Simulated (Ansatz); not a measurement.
Given:

```xyz
8
Lattice="3.2641 0.0000 0.0000 -1.6321 2.8268 0.0000 0.0000 0.0000 14.7807" Properties=species:S:1:pos:R:3 pbc="T T T"
Zr     1.6321     0.9423    13.5452
Zr     0.0000     1.8845     1.2355
Zr     0.0000     1.8845     6.1548
Zr     1.6321     0.9423     8.6259
In     1.6321     0.9423     3.6952
In     0.0000     1.8845    11.0855
N      0.0000     0.0000     0.0000
N      0.0000     0.0000     7.3903
```

Method: PBEsol, DFPT electron-phonon coupling, linearised Boltzmann equation (plane waves, PAW, scalar-relativistic; Ansatz, an electronic-structure program). Cell: relaxed with this functional, without spin-orbit coupling.

### Question
Predict the intrinsic resistivity at 300 K.

### Answer
29 μΩ·cm.

### Question
How long is the mean free path there?

### Answer
8.1 (x), 8.1 (y), 7.0 (z) nm, weighted by the current that each state carries. Wires not much wider than this gain resistivity from their walls.

A metal at this level (no band gap). Only scattering by harmonic phonons is included (no impurities, grain boundaries, electron-electron scattering or thermal expansion). Spin-orbit coupling is left out. Halving the electron mesh (28x28x8) moves the resistivity by up to 10 % at 300 K, the mean free path by up to 5 %. Smearing 0.20 eV; phonons on a 5x5x1 q mesh, which this run doesn't test.

Computed structure with no diffraction record at hand here (it may be known, metastable or hypothetical): Zr2InN (P6_3/mmc).
